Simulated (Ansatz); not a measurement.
**CuAu: pressure 50 GPa**

Start from CuAu (space group P4/mmm, No. 123; a = 2.861 Å, c = 3.552 Å).

Modification: a hydrostatic pressure of 50 GPa.

All numbers come from r2SCAN (Ansatz, a quantum-chemistry and plane-wave program, PAW, scalar-relativistic without spin-orbit coupling). k-mesh 16×16×13 (Γ-centred); smearing 0.05 eV (Fermi–Dirac).

The density goes up by 3.123 g/cm³, from 14.88 g/cm³ to 18.01 g/cm³ and the lattice parameter a decreases by 0.138 Å (2.861 Å → 2.723 Å). The c/a ratio drops by 0.052 to 1.190 and the shortest interatomic distance decreases by 0.1754 Å, from 2.692 Å to 2.516 Å. The band gap is still zero.

Final structure:

```xyz
2
Lattice="2.7230 0.0000 0.0000 0.0000 2.7230 0.0000 0.0000 0.0000 3.2399" Properties=species:S:1:pos:R:3 pbc="T T T"
Cu     1.3615     1.3615     1.6200
Au     0.0000     0.0000     0.0000
```

Load acts through the strain it causes; cell and atoms are relaxed under it. Whether these cells are dynamically stable was not tested. No other phases were tried under pressure. The final runs are not spin-polarised.
